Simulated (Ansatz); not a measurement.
**GeRh (model structure, started from the WC type, P-6m2, No. 187, 2 atoms in the cell): properties by level of theory**

```json
[
 {"level (code)": "PBE (Ansatz)", "equilibrium lattice constant a (Å)": "3.072", "c axis length (Å)": "3.702", "enthalpy of formation (eV/atom)": "-0.387"},
 {"level (code)": "PBEsol (Ansatz)", "equilibrium lattice constant a (Å)": "3.021", "c axis length (Å)": "3.672", "enthalpy of formation (eV/atom)": "-0.438"},
 {"level (code)": "PBE-D3(BJ) (Ansatz)", "equilibrium lattice constant a (Å)": "3.024", "c axis length (Å)": "3.690", "enthalpy of formation (eV/atom)": "-0.443"}
]
```

Ansatz's density-functional and Hartree–Fock values are scalar-relativistic unless marked +SOC, with PAW data made under PBE.

Computed values are for the static lattice.

A model structure was made by putting elements into a prototype or built by hand; it is no filed structure, need not be a known phase, and can be a saddle point held by its symmetry.

Ansatz is an electronic-structure program.
